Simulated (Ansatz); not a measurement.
CuCl (F-43m), PBEsol, rigid bands (Ansatz, an electronic-structure program): N_c = 2.60e18 cm⁻³ at 300 K and an electron conductivity mass of 0.231 mₑ.

Problem. For 1e16 electrons per cm³ at 300 K, place the Fermi level, estimate the Seebeck coefficient of a parabolic band with constant τ, and give mobility and conductivity for τ = 50 fs.

Solution. The level lies k_BT ln(N_c/n) = 0.144 eV below the conduction-band minimum. S ≈ −(k_B/e)[ln(N_c/n) + 5/2] = -695 μV/K, against -691 μV/K from the full bands (mean over directions). μ = eτ/m = 381 cm²/(V·s) and σ = neμ = 0.610 S/cm. τ is assumed, not computed.

Band transport and this doping are assumed; polarons and phonon drag are left out. Spin-orbit coupling is left out.
